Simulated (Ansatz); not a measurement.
The reference is CdGeAs$_{2}$ in the chalcopyrite structure (space group I-42d, No. 122; a = 5.9420 Å, c = 11.3119 Å). Axes: x, y, z lie along a, b, c of the conventional cell.

The values are results of Kohn–Sham DFT with the PBEsol functional, run in Ansatz (a program for electronic structure) with PAW and 420 eV plane waves, no SOC, not measurements.

Base values:

The pressure is 0.00 GPa and the shortest interatomic distance comes out as 4.625 bohr.

Modification: uniaxial strain ε_zz = +2.25 %, all other strain components held at zero, atoms relaxed at fixed cell.

**Question.** What happens to the pressure?

**Answer.** The pressure (mean of the normal stresses, compression positive) goes from zero to -1.25 GPa.

**Question.** Predict the new shortest interatomic distance.

**Answer.** The shortest interatomic distance goes up by 0.037 bohr, from 4.625 bohr to 4.662 bohr.

**Question.** Estimate the effect on the energy relative to the base.

**Answer.** The energy rises by 3.1 meV/atom.

Whether these cells are dynamically stable was not tested.
